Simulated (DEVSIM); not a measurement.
Structure: Schottky contact on n-type GaAs, at 250 K.

Layer 1 from the left is GaAs, thickness (μm) 18.0, Nd (cm⁻³) 1.3e16, τn (s) 4.5e-10, τp (s) 4.5e-10.

Left contact: Schottky, work function 4.73 eV, emission velocity 1.5e6 cm/s. Right contact: ohmic. Voltage is applied to the left contact. Recombination: SRH at mid-gap, radiative, Auger. Mobility is constant in doping.

The device is made up for the run: typed textbook-type constants, with dimensions and the other settings drawn at random. Values at 300 K; Nc and Nv go as T^1.5, mobilities as T to minus their exponent, the gap by Varshni's rule with the affinity fixed.

GaAs: gap (eV) 1.424, affinity (eV) 4.07, permittivity 12.9, Nc (cm⁻³) 4.7e17, Nv (cm⁻³) 9e18, μn (cm²/Vs) 8500, μp (cm²/Vs) 400, T exponent of μn 2.1, T exponent of μp 2.2, B (cm³/s) 2e-10, Cn (cm⁶/s) 1e-30, Cp (cm⁶/s) 1e-30, Varshni α (eV/K) 0.000541, Varshni β (K) 204.

DEVSIM, 1D drift-diffusion, Boltzmann statistics, complete ionisation; no tunnelling, impact ionisation, image-force lowering or self-heating. Metal contacts follow the ideal Schottky-Mott rule: no Fermi-level pinning, no interface dipoles.

Dark forward current:

| |V| (V) | |J| (A/cm²) |
|---|---|
| 0.05 | 3.899e-8 |
| 0.10 | 4.360e-7 |
| 0.15 | 4.479e-6 |
| 0.20 | 4.565e-5 |
| 0.25 | 0.0004648 |
| 0.30 | 0.004733 |
| 0.35 | 0.04817 |
| 0.40 | 0.4895 |
| 0.45 | 4.909 |
| 0.50 | 44.00 |
| 0.55 | 238.8 |
| 0.60 | 649.2 |
| 0.65 | 1184 |
| 0.70 | 1779 |
| 0.75 | 2408 |

Question: Work out the local ideality factor n = ΔV / (kT/q · ln(J2/J1)) between the rows 0.10 and 0.15 V, 0.70 and 0.75 V.

Answer: kT/q = 21.54 mV. From 0.10 to 0.15 V: ln(4.479e-6/4.360e-7) = 2.330, n = 1.00, near the 1 of diffusion or emission over a barrier. From 0.70 to 0.75 V: ln(2408/1779) = 0.303, n = 7.67; the layers' resistance at their doping, Σ W/(qμN) = 6.9e-5 Ω cm², would take 44 mV of this step of 50 mV.

Question: Estimate the current at 0.30 V for emission alone, J0 = q v N_band exp(−φB/kT), and read the barrier back from the simulated current.

Answer: φB = 0.660 eV, N_band = 3.58e17 cm⁻³, J0 = 4.24e-9 A/cm²; J = J0 (exp(qV/kT) − 1) = 0.00474 A/cm². The simulation gives 0.00473 A/cm², the same within the digits that matter. Read backwards, the simulated current gives an apparent barrier of 0.660 eV. The estimate leaves out transport through the depletion region and minority injection.
